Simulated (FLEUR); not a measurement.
Worked example: self-consistent single point of IrRu3 (P6_3/mmc, 8 atoms in the cell) in FLEUR.

Method of the run: PBEsol, all-electron FLAPW (FLEUR), scalar-relativistic valence run with FLEUR.

The change in words: lattice scaled by 0.98. Reference geometry:
```
IrRu3
1.0
    5.30417     0.00000     0.00000
   -2.65209     4.59355     0.00000
    0.00000     0.00000     4.21235
Ru Ir
6 2
Cartesian
  0.00000   1.52331   1.05309
  2.65209   3.07024   3.15926
  3.98495   0.76166   3.15926
 -1.33286   3.83189   1.05309
  1.33286   3.83189   1.05309
  1.31923   0.76166   3.15926
  0.00000   3.06237   3.15926
  2.65209   1.53118   1.05309
```

Reference input (self-consistent single point, DFT, PBEsol, all-electron FLAPW (FLEUR), scalar-relativistic valence): Kmax = 4.3 1/bohr; GmaxXC = 17.2 1/bohr; xcFunctional = PBEs; jspins = 1; l_soc = F; mode = gauss; fermiSmearingEnergy = 0.00999582 Htr; mesh (inpgen div1-3) = 5 5 5; inpgen gamma flag = false; Gmax = 17.2 1/bohr; numbands = 0; maxIterBroyd = 99. This run's input differs from it in these lines:

```diff
@@ -3,5 +3,5 @@
 &input film=f /
-10.0234357081 0.0000001089 0.0000000000
--5.0117179484 8.6805499020 0.0000000000
-0.0000000000 0.0000000000 7.9601935102
+9.8229674257 -0.0000002554 0.0000000000
+-4.9114834916 8.5069394589 0.0000000000
+0.0000000000 0.0000000000 7.8009897534
 1.0
@@ -50,5 +50,5 @@
          <bravaisMatrix>
-            <row-1>   10.0234357080999992     0.0000001089000000     0.0000000000000000</row-1>
-            <row-2>   -5.0117179484000003     8.6805499019999992     0.0000000000000000</row-2>
-            <row-3>    0.0000000000000000     0.0000000000000000     7.9601935101999999</row-3>
+            <row-1>    9.8229674256999999    -0.0000002554000000     0.0000000000000000</row-1>
+            <row-2>   -4.9114834916000003     8.5069394588999998     0.0000000000000000</row-2>
+            <row-3>    0.0000000000000000     0.0000000000000000     7.8009897533999997</row-3>
          </bravaisMatrix>
```

Output (repeated stretches shortened):

```
 Iteration:     1   Distance:      22.87610780 me/bohr^3
 Iteration:     2   Distance:      19.25861164 me/bohr^3
 Iteration:     3   Distance:      11.63899149 me/bohr^3
 Iteration:     4   Distance:      15.20767158 me/bohr^3
 Iteration:     5   Distance:       5.31008245 me/bohr^3
   [... 10 lines left out ...]
 Iteration:    16   Distance:       0.00013671 me/bohr^3
 Iteration:    17   Distance:       0.00017537 me/bohr^3
 Iteration:    18   Distance:       0.00001059 me/bohr^3
 Iteration:    19   Distance:       0.00000818 me/bohr^3
 Reset of history
 Run finished successfully
 Stop message:
   Structural relaxation: new displacements generated

[file out, last iteration]
             iter=     20
[...]
          total density-effective poten   -1.0694372012E+05
          total charge density-energy d   -1.4782481563E+03
 Updated energy parameters for spin:           1
[...]
 fermi energy and band-weighting factors:
   [... 8 lines left out ...]

[...]
FERMIE:
          first approx. to ef    (T=0)  :   0.753928 htr   (energy of the highest occ. eigenvalue)
          number of occ. states  (T=0)  :        850
          first approx. to seigv (T=0)  :  -3.427789 htr
          sum of weights of occ. states :  57.008000
          sum of semicore charge        :   0.000000 e
          fermi energy=   0.75489 har   work function= -20.54164 ev
   [... lines left out ...]
          total moment                 =     0.00000
 Direct bandgap for spin            1 :    2.2892078394897153E-003  Htr
 ---->    free energy=                    -62883.6143293535 htr
   [... lines left out ...]
      extrapolation for T->0
 ---->    total electron energy=          -62883.6143293535 htr
 ***** TOTAL FORCES ON ATOMS *****
 TOTAL FORCE FOR ATOM TYPE=  1  X=  0.000   Y=  2.821   Z=  1.950
                       FX_TOT= 0.000000 FY_TOT=-0.000809 FZ_TOT= 0.000000
 TOTAL FORCE FOR ATOM TYPE=  2  X=  4.911   Y= -2.836   Z= -1.950
                       FX_TOT= 0.000000 FY_TOT= 0.000000 FZ_TOT= 0.000000
```

The run converged in 19 iterations. FLEUR gives forces in its relaxation mode, with a further iteration, so its stop message speaks of a relaxation. Against the reference run the total energy goes up by 172 meV/atom and the largest force goes from 0.021 to 0.042 eV/Å.

The starting cell comes from a database of computed structures (which also holds hypothetical and non-ambient phases and stackings), without a prior relaxation at this level. Its lattice was rescaled by a random factor within 2.5 % of one. For this run, on top of that: lattice scaled by 0.98. Spin-orbit coupling is off. Spin polarisation is off. Values depend on the basis (sphere radii, cutoffs, local orbitals), which need not be converged. The log's line on a gap gives a spacing of levels on this mesh, which the program prints for metals too.

Cost on one core of a shared machine: roughly 7 min.
